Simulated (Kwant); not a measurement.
System: circular cavity between two wires in a GaAs two-dimensional gas. Effective mass 0.067 mₑ, grid spacing 5 nm, hard walls, nominal width 60 nm (11 grid rows, so walls 60 nm apart), one parabolic valley, scattering region 410 nm long along x; energies count from the band bottom; Fermi energy swept from 0.0012472 to 0.018708 eV. Cavity of radius 88 nm, straight part 0 nm, centre moved sideways by 35 nm.

Constants are typed, rounded textbook-type inputs, not results; the design itself was drawn at random and stands for no fabricated device.

Computed with Kwant: effective-mass tight-binding model on a square grid, one spin, coherent transport at 0 K. Conductance is in e²/h.

**Question.** How many channels do the leads carry at E = 10.6, 12.3, 15.9 meV?

**Answer.** The hard-wall thresholds are n² ħ²π²/(2mW²) = n² × 1.56 meV with W = 60 nm. √(10.6/1.56) = 2.61, so 2. √(12.3/1.56) = 2.80, so 2. √(15.9/1.56) = 3.20, so 3.
